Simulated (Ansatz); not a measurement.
Base system: CdS in the wurtzite structure (space group P6_3mc, No. 186; a = 4.1962 Å, c = 6.8295 Å). Axes: x lies along a and z along c of the hexagonal cell.

Method: PBE/PAW in Ansatz (an electronic-structure program), no SOC.

Perturbation: the cell is stretched by 3.00 % along z with no lateral relaxation; the atoms relax in the strained cell.

Task: Predict the stress tensor and what it implies for the stiffness.

Result: Stress of the strained cell less that of the base (GPa, compression positive):
```
  -0.99    0.00    0.00
   0.00   -0.99    0.00
   0.00    0.00   -2.50
```

Then −Δσ_ii/ε with ε = 0.0300 gives secant stiffness values (nonlinear terms included at this strain): C33 ≈ 83 GPa, C13 ≈ 33 GPa and C23 ≈ 33 GPa.

As a check, the harmonic strain energy −½ V₀ Δσ:ε is 6.1 meV/atom; the computed energy rise is 6.2 meV/atom.

Stability against distortions was not tested.
